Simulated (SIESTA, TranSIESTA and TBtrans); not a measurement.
Run with TranSIESTA and TBtrans (open boundaries, self-consistent; PseudoDojo norm-conserving potentials, scalar-relativistic): Spin polarized, PAO.BasisSize DZP, PAO.EnergyShift 0.15 eV, XC.Authors PBE, Mesh.Cutoff 200 Ry, ElectronicTemperature 300 K, TS.Voltage 0.0 eV, TBT.Elecs.Eta 0.001 eV.

Junction: Fe chain with one S atom inserted. Leads: straight Fe chain, spacing 2.25 Å. Geometry: 3 atoms about the centre moved by SIESTA (PBE, DZP) to a largest force of 0.02 eV/Å, all others as built, motion along the axis alone. Transport runs along z; the first 6 and the last 6 of the 21 atoms are the lead cells, repeated to infinity.

```xyz
21
Lattice="9.000 0.000 0.000 0.000 9.000 0.000 0.000 0.000 47.100" Properties=species:S:1:pos:R:3 pbc="F F T"
Fe     4.500     4.500     0.000
Fe     4.500     4.500     2.250
Fe     4.500     4.500     4.500
Fe     4.500     4.500     6.750
Fe     4.500     4.500     9.000
Fe     4.500     4.500    11.250
Fe     4.500     4.500    13.500
Fe     4.500     4.500    15.750
Fe     4.500     4.500    18.000
Fe     4.500     4.500    20.240
S      4.500     4.500    22.424
Fe     4.500     4.500    24.611
Fe     4.500     4.500    26.850
Fe     4.500     4.500    29.100
Fe     4.500     4.500    31.350
Fe     4.500     4.500    33.600
Fe     4.500     4.500    35.850
Fe     4.500     4.500    38.100
Fe     4.500     4.500    40.350
Fe     4.500     4.500    42.600
Fe     4.500     4.500    44.850
```
Starting moments (μB): atom 7 +3.2, atom 8 +3.2, atom 9 +3.2, atom 10 +3.2, atom 12 +3.2, atom 13 +3.2, atom 14 +3.2, atom 15 +3.2; lead atoms +3.2 (left) and +3.2 (right).

Task: Predict: conductance at 300 K (G0 = 2e²/h); thermopower (μV/K); mean T from −0.5 to 0.5 eV; spin polarisation of the conductance, (up − down)/(up + down).

Result: conductance at 300 K (G0 = 2e²/h): 1.04; thermopower (μV/K): 2.6; mean T from −0.5 to 0.5 eV: 1.09; spin polarisation of the conductance, (up − down)/(up + down): -0.62. The magnetic order of the leads was set by the start, and no other order was tried; the separate lead runs end at 3.39 (left) and 3.39 (right) μB an atom. The straight chain is held at its spacing; free chains may zigzag or dimerise.
